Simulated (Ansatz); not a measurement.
The reference is Ag in the fcc (Cu type) structure (space group Fm-3m, No. 225; a = 4.106 Å).

All numbers come from r2SCAN in Ansatz (plane waves to 500 eV, PAW, no spin-orbit coupling), earlier PAW set.

Before the change:

| Property | Value |
|---|---|
| Volume per atom | 17.30 Å³ |

Modification: Cd takes the place of Ag on all its sites; the structure is relaxed again.

Tabulated Pauling electronegativity and covalent radius: Ag 1.93, 1.45 Å; Cd 1.69, 1.44 Å.

Problem. What happens to the volume per atom?

Solution. The volume per atom goes up by 4.42 Å³, from 17.30 Å³ to 21.72 Å³.

Whether these cells are dynamically stable was not tested. For Cd in this form, whether it has been made was not checked. This is not the structure that Cd has at room temperature and ambient pressure.

Ansatz is an electronic-structure program.
